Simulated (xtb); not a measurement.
xtb 6.7.1, GFN2-xTB: Hf(OH)4 ([OH][Hf]([OH])([OH])[OH]), 9 atoms. The geometry is a generated start, not checked to be a minimum at this level.

```yaml
method: GFN2-xTB
"--acc": 1 (default)
"--etemp (K)": 300 (default)
detailed input (--input): "none: ANC optimiser, Lindh (1995) Hessian, microcycle=20, maxdispl=1.0, hlow=0.01 (default)"
basis_functions: 30
valence_electrons: 32
```

```xyz
9

Hf     0.0225    -0.2259    -0.0449
O      1.5181    -0.4017    -1.1544
H      2.1363     0.3366    -1.1085
O      0.4704    -0.0003     1.7548
H      0.3403     0.9211     2.0117
O     -0.6632     1.4329    -0.5763
H     -1.0222     1.4009    -1.4711
O     -1.2998    -1.5455    -0.1387
H     -1.5025    -1.9182     0.7273
```

Charge 0 and multiplicity 1 are set for this test and not shown to be the ground state.

The structure is relaxed from this start with --opt LEVEL for the levels crude, sloppy, loose, lax, normal, tight, vtight, extreme, once each. Up to the end of the extreme run atoms move by at most 1.2 Å along an axis.

Problem. Which level is enough to come within 1 meV of the tightest end point?

Solution. normal: 50 cycles against 59, ending 0.13 meV above.

```csv
level,cycles,energy above the extreme run (meV),gradient norm (eV/Å)
crude,1,72,0.074
sloppy,1,72,0.074
loose,1,72,0.074
lax,1,72,0.074
normal,50,0.13,0.038
tight,52,0.023,0.011
vtight,56,under 0.01,0.0042
extreme,59,—,0.0021
```
